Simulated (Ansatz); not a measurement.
A dielectric-response calculation of VCu3Se4 (P-43m, 8 atoms in the cell) with Ansatz (a program for electronic structure).

Computed with LDA (PW92), default PAW files made with PBE (plane waves; Ansatz).

```xyz
8
Lattice="5.6030 0.0000 0.0000 0.0000 5.6030 0.0000 0.0000 0.0000 5.6030" Properties=species:S:1:pos:R:3 pbc="T T T"
V      0.0000     0.0000     0.0000
Cu     0.0000     2.8015     0.0000
Cu     2.8015     0.0000     0.0000
Cu     0.0000     0.0000     2.8015
Se     1.3634     1.3634     1.3634
Se     1.3634     4.2396     4.2396
Se     4.2396     4.2396     1.3634
Se     4.2396     1.3634     4.2396
```

Reference input (self-consistent single point, DFT, LDA (PW92), plane waves, default PAW files made with PBE): basis.ecutwfc = 420 eV; kpoints.mp_grid.grid = 5 5 5; hamiltonian.xc = lda; hamiltonian.pseudopotentials = {kind: paw} (the program's default PAW files); scf.occupations.method = fixed. This run's input differs from it in these lines:

Ansatz 0.2 input:
```diff
@@ -18,3 +18,3 @@
 kpoints:
-  mp_grid: { grid: [5, 5, 5] }
+  mp_grid: { grid: [4, 4, 4], shift: [0.5, 0.5, 0.5] }
 hamiltonian:
@@ -24,6 +24,4 @@
   occupations: { method: fixed }
-output:
-  forces: true
-  eigenvalues: true
-  stress: true
+dielectric:
+  field_mesh: kpoints
```

Output (repeated stretches shortened):

```
SCF iter   1: F=—  HF=-44064.056131 eV  |F-HF|=—  |Δ(HF+E_count)|=         —  Δρ=1.08e-2  dr2=8.93e-2  ethr=1.77e-3  ⟨swp⟩=4.0  Hψ=2984  notcnv=0  defer=110
all-band conjugate gradients solve this SCF's bands
preconditioner: auto → Resta (q_TF=auto, 2.607 Å⁻¹)
SCF iter   2: F=—  HF=-44064.063230 eV  |F-HF|=—  |Δ(HF+E_count)|=   7.10e-3  Δρ=1.10e-2  dr2=1.82e-1  ethr=6.67e-5  ⟨swp⟩=2.2  Hψ=1964  notcnv=0  defer=144
   [... lines left out ...]
SCF iter  10: F=—  HF=-44064.034701 eV  |F-HF|=—  |Δ(HF+E_count)|=   1.65e-9  Δρ=1.62e-6  dr2=5.68e-9  ethr=2.66e-11  ⟨swp⟩=2.0  Hψ=1190  notcnv=0  defer=106
SCF iter  11: F=—  HF=-44064.034701 eV  |F-HF|=—  |Δ(HF+E_count)|=  3.13e-10  Δρ=1.39e-6  dr2=2.54e-9  ethr=4.24e-12  ⟨swp⟩=3.0  Hψ=1670  notcnv=0  defer=106
SCF iter  12: F=—  HF=-44064.034701 eV  |F-HF|=—  |Δ(HF+E_count)|=  3.57e-10  Δρ=5.17e-7  dr2=3.69e-10  ethr=1.90e-12  ⟨swp⟩=2.8  Hψ=1304  notcnv=0  defer=106
SCF iter  13: F=-44064.034701 eV  HF=-44064.034701 eV  |F-HF|=2.18e-11  |Δ(HF+E_count)|=  7.28e-12  Δρ=9.60e-8  dr2=2.65e-11  ethr=1.00e-12  ⟨swp⟩=9.5  Hψ=3711  notcnv=0
SCF 1 converged in 13 iterations: F = -44064.034701 eV  dr2 = 2.65e-11
DFPT response loops at Γ: preconditioner auto → none (the input reference at scf.mixing.eps_inf says where Resta's filter doesn't serve); β = 0.50 …
   [... lines left out ...]
WARN: field response: the 4×4×4 k-mesh looks too coarse for the field response at k = (0.1250, 0.1250, 0.1250), direct gap 1.503 eV …
Free energy (F): -44064.034701 eV
Fermi energy:    7.741934 eV
   [... lines left out ...]
        -0.63283   -0.37721    0.63283
         0.63283    0.63283   -0.37721
    site 7:
        -0.37721    0.63283   -0.63283
         0.63283   -0.37721    0.63283
        -0.63283    0.63283   -0.37721
  Z* charge neutrality: 2.633e-7 e pre-enforcement
  k-mesh period / interband length: 22.4 Å / 1.78 Å = 12.62 at k = (0.1250, 0.1250, 0.1250), direct gap 1.503 eV — UNDER 14: by this measure the k-mesh is too coarse for the response
```

The run converged in 13 iterations. 

Summary of the result:
| Quantity | Value |
|---|---|
| Free energy E − TS (on the zero of these files) | -44064.0347 eV |
| Top of the valence band (on the code's own zero) | 7.74 eV |
| Gap on the k-point mesh | 1.17 eV |
| ε∞ at this k-point mesh, which may be far from converged in small-gap cells (xx, yy, zz) | 8.47, 8.47, 8.47 |
| Born charges at this mesh (mean of the diagonal, e) | V 0.77, Cu 0.24, Cu 0.24, Cu 0.24, Se -0.38, Se -0.38, Se -0.38, Se -0.38 |

The starting cell comes from a database of computed structures (which also holds hypothetical and non-ambient phases and stackings), without a prior relaxation at this level. Its lattice was rescaled by up to half a per cent. The shifted mesh does not hold Γ, so a gap read on it misses any band edge there.

Cost on one core of a shared machine: roughly 2 min.
